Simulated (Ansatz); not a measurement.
## GaAs: energy against strain

GaAs (zinc blende, F-43m, 22.746 Å³/atom at rest, cube axes along x, y and z) under a strain ε along a cube axis (axis z), the other axes held. r2SCAN in Ansatz, a plane-wave DFT program (PAW, default set), 500 eV, 10×10×10 Γ-centred mesh, Fermi-Dirac smearing 0.05 eV; ions are relaxed within the symmetry of each cell.

Here s stands for strain and y for E less E0.

| strain (%) | E less E0 (meV/atom) |
|---|---|
| -1.50 | 1.90 |
| -1.00 | 0.84 |
| -0.50 | 0.21 |
| 0.00 | 0.00 |
| 0.50 | 0.20 |
| 1.00 | 0.82 |
| 1.50 | 1.84 |
| 3.00 | ? |

Task: Fit y against s with a parabola, and predict the withheld value at s = 3.00.

Result: Least squares gives y = -0.002 - 0.0164·s + 0.8319·s². Residuals (row less fit): 0.006, -0.006, -0.004, 0.002, 0.002, 0.006, -0.005; standard error 0.006 (degrees of freedom: 4). Twice the quadratic coefficient over the volume, 2 × 0.8319 meV × 10⁴ × 0.1602 / 22.746 Å³, is the elastic constant C11 = 117 ± 0.4 GPa. At the withheld row, y = -0.002 - 0.0164 × 3.0 + 0.8319 × 3.0² = 7.436 meV/atom. The calculation gives 7.29 meV/atom, 0.146 meV/atom below the prediction (2.0 % of the range of y in the table). The row lies outside the fitted rows, so this is an extrapolation. From the scatter of the fitted rows alone, a prediction at this place has a standard error of 0.025 meV/atom, so the miss is 5.8 times that.

One order more, fitted to all 13 runs of the series, follows each within 0.01, so the miss is the next term of a smooth law. Rows are the converged runs of the series near zero and its far end; series whose fitted rows scatter by over a few per cent of the range, as at a crossing or softening among them, aren't shown in this form. Most that stay on the fit to the last digits aren't either.
